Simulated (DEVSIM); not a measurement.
Structure: n-channel Si planar bulk MOSFET with SiON, at 300 K.

```
Quantity                                                      Value
-----------------------  ------------------------------------------
Gate length                                                   90 nm
Source drain length                                           72 nm
Dielectric thickness                                         2.2 nm
Lateral straggle                                             4.4 nm
Underlap                                                       0 nm
Junction depth                                              47.2 nm
Substrate depth                                              283 nm
Gate work function                                          4.18 eV
Source and drain doping  7.8e19 cm⁻³, Gaussian tails under the gate
Body doping                                             6.7e17 cm⁻³
Lifetime                                                     5e-8 s
Supply                                                        1.5 V
```

All mobilities are scaled by 0.5; velocity saturation, μ/(1 + (μE/vsat)^b)^(1/b) with b = 2 for electrons and 1 for holes and E the electric field along each mesh edge, is on. Mobility is μmin + (μ − μmin)/(1 + (N/Nref)^α).

This is a model device: material constants are rounded textbook-type values typed into the input, and sizes, dopings and lifetimes were drawn at random. Values at 300 K.

Si: gap (eV) 1.124, affinity (eV) 4.05, permittivity 11.7, Nc (cm⁻³) 2.86e19, Nv (cm⁻³) 3.1e19, μn (cm²/Vs) 1417, μp (cm²/Vs) 470, μn,min 52, μp,min 45, Nref,n 9.7e16, Nref,p 2.2e17, αn 0.68, αp 0.72, vsat,n (cm/s) 1e7, vsat,p (cm/s) 8.4e6. SiON: gap (eV) 7, affinity (eV) 1.4, permittivity 5.5.

Simulated with DEVSIM: 2D drift-diffusion, Boltzmann statistics, complete ionisation; no quantum confinement, tunnelling, impact ionisation, self-heating, contact resistance or fringe fields beside the gate. Metal contacts follow the ideal Schottky-Mott rule: no Fermi-level pinning, no interface dipoles.

Transfer curves, |Id| in μA/μm:

```csv
Vg (V),Vd = 0.05 V,Vd = 1.5 V
-0.3,2.318e-7,3.771e-6
-0.225,2.545e-6,3.654e-5
-0.15,2.830e-5,0.0003680
-0.075,0.0003163,0.003790
0,0.003535,0.03927
0.075,0.03905,0.3939
0.15,0.4034,3.286
0.225,3.015,16.44
0.3,10.95,46.44
0.375,21.89,91.87
0.45,32.89,149.2
0.525,43.19,215.5
0.6,52.69,289.0
0.675,61.45,368.1
0.75,69.56,451.9
0.825,77.09,539.7
0.9,84.10,630.8
0.975,90.67,724.8
1.05,96.83,821.3
1.125,102.6,919.9
1.2,108.1,1021
1.275,113.3,1123
1.35,118.2,1227
1.425,122.9,1332
1.5,127.3,1438
```

Problem. Work out the subthreshold swing at low drain bias from the rows at -0.15 and -0.075 V, and compare it with the thermal limit.

Solution. log10(0.0003163/2.830e-5) = 1.048 over 75.0 mV, so S = 71.5 mV/decade. The limit kT/q ln 10 is 59.5 mV/decade; the ratio is 1.20. This is the steepest step of the table.

Problem. Find both thresholds at the constant current 0.1 μA × (1 μm/L) a micrometre, and the DIBL.

Solution. The current is 1.11 μA/μm. Interpolating ln Id gives 0.188 V and 0.112 V; their difference over the 1.45 V of drain bias is 52 mV/V.

Source and drain are degenerate, where Boltzmann statistics are only rough. The electric field that drives the saturation includes the junctions' built-in field, which lowers the mobility there even at small currents: subthreshold currents come out too low, a known weakness of this choice.
